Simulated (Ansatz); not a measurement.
The starting structures come from a database of crystals and need not be the phases stable at ambient conditions.

 Where the default PAW files enter, the runs use the earlier of Ansatz's two default sets.

The decay constant κ of evanescent states in the gap governs leakage through a thin film.

Data:

```xyz
8
Lattice="4.5821 0.0000 0.0000 0.1480 4.5798 0.0000 1.3587 1.3155 5.7120" Properties=species:S:1:pos:R:3 pbc="T T T"
K      1.5539     1.5045     3.4952
H      3.9156     1.0286     1.0791
H      1.1545     3.8804     1.0791
P      3.2500     3.1467     0.6352
S      3.9942     3.8672     4.5581
O      4.3649     4.2261     0.5938
O      3.7980     1.9521     1.5396
O      2.0737     3.7330     1.5396
```

Space group of this cell: Cm. The cell is taken as given; by r2SCAN its mean pressure is -2.7 GPa.

Transport runs along the normal of the first two printed cell vectors.

The gap is the functional's own, uncorrected, and κ follows it; spin-orbit coupling is left out. Mid-gap values are interpolated between the computed energies.

Problem. Compute, with r2SCAN (Ansatz, a program for electronic structure), the band gap and the smallest decay constant κ at mid-gap.

Solution. Gap 5.08 eV on a 8×8×6 mesh; κ = 0.418 1/Å, at the zone centre.
